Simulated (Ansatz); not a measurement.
Seebeck coefficient (μV/K, mean over directions) of n-type monolayer SnS$_{2}$ against carrier density, PBE, rigid bands in Ansatz (a quantum-chemistry and plane-wave program). Computed gap 1.57 eV; densities at which minority carriers matter at this gap, or further valleys turn the trend, are left out. Conductivity mass 0.40 mₑ (harmonic mean over directions), N_c = 1.5e13 cm⁻² at 300 K.

```tsv
electron density	300 K	500 K
1.9e9 cm⁻²	-943	…
1.9e10 cm⁻²	-744	-788
1.9e11 cm⁻²	-546	-589
5.7e11 cm⁻²	-451	-495
1.9e12 cm⁻²	-347	…
5.7e12 cm⁻²	-253	-296
1.9e13 cm⁻²	-151	-193
5.7e13 cm⁻²	-69	-104
1.9e14 cm⁻²	-20	…
```

Q: Fill in the missing entries.

A: 
- 1.9e9 cm⁻², 500 K: -986
- 1.9e12 cm⁻², 500 K: -391
- 1.9e14 cm⁻², 500 K: -34

Rigid bands with a gap fixed in temperature, one relaxation time for all states, no polarons or phonon drag, and whether or not such doping can be reached. Spin-orbit coupling is left out.
